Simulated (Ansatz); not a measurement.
One pseudomorphic plane of X on bcc Nb (110), continuing the host's stacking (six planes of the host, 1x1 cell of 7.75 Å², clean work function 4.49 eV). ΔE counts an X atom from its bulk element. E_seg is the energy of the plane on top less that of the same plane lying second, under one plane of the host, at equal numbers of atoms (made equal with bulk Nb); a negative value keeps X outside. χ is Pauling's electronegativity. These are constructed structures, held to the host's lattice; rows with a moment ran spin-polarised from parallel moments in the plane, the only order that a 1x1 cell holds, and a change of moment is part of their E_seg.

Calculation: PBE (plane waves to 420 eV, PAW; Ansatz, a first-principles code).

```csv
X,χ,ΔE (eV),Δφ (eV),E_seg (eV),"moment of the cell, X on top / second (μB)"
Hf,1.30,0.09,-0.06,-0.26,–
Ti,1.54,-0.07,-0.31,-0.13,–
Zn,1.65,-0.51,-0.14,-0.92,–
Cr,1.66,0.78,-0.90,0.41,2.8 / 0.0
In,1.78,-0.56,-0.46,-1.20,–
Ga,1.81,-0.80,0.01,-0.66,–
Cu,1.90,-0.13,-0.61,?,–
Re,1.90,0.27,0.06,0.44,–
Rh,2.28,-0.57,-0.01,-0.26,–
```

Fit a straight line of E_seg against ΔE to the other rows and predict the withheld value for Cu.

Least squares gives E_seg = -0.17 + (0.90) × ΔE, with a root-mean-square miss of 0.31 eV. For Cu, ΔE = -0.13 gives -0.29 eV; the run gave -0.80 eV, 0.51 eV away, 1.6 times that miss. Of the pairs tried (Δφ and E_seg against χ, E_seg against ΔE) this one correlates best on the rows given.

Work function. Over these 9 rows Δφ correlates with χ at r = 0.15. It runs from -0.90 eV (Cr) to 0.06 eV (Re), that is from 3.59 to 4.55 eV in all.

Place. E_seg is below −0.05 eV, so that the full plane is lower on top, for Hf, Ti, Zn, In, Ga, Cu, Rh; above 0.05 eV, so that it is lower under one plane of the host, for Cr, Re.

ΔE is negative for Ti, Zn, In, Ga, Cu, Rh: there the strained plane on this host is lower than the bare face and X's own bulk. Alloying within the plane, relief of strain and larger cells were not tried.

Left out: 1 run of this family that did not converge or found no flat vacuum level.
